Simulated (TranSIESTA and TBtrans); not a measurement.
## Opening a gap in a straight Na chain

Leads: straight Na chain, spacing 3.3 Å.

Method: TranSIESTA and TBtrans, PBE, DZP numerical orbitals (energy shift 0.15 eV), PseudoDojo norm-conserving scalar-relativistic potentials, mesh cutoff 200 Ry, 300 K, spin-polarised where a moment was seeded, no spin-orbit coupling; self-consistent non-equilibrium Green functions. The energy step is 0.01 eV; narrower resonances are cut or missed.

One bond in the middle is lengthened, all other atoms stay as built.

```tsv
stretch (Å)	conductance at 300 K (G0)
0.3	0.990
0.6	0.959
1	0.878
1.5	0.714
2	0.504
2.5	0.299
```

The conductance goes from 0.990 to 0.299 G0. Between neighbouring rows −d ln G/dx is 0.11, 0.22, 0.41, 0.70, 1.04 Å⁻¹. The last rows haven't reached a plain tunnelling decay.

The straight chain is held at its spacing; free chains may zigzag or dimerise. Where no moment was seeded, no spin-polarised start was tried, so a magnetic state, if there is one, is missed.
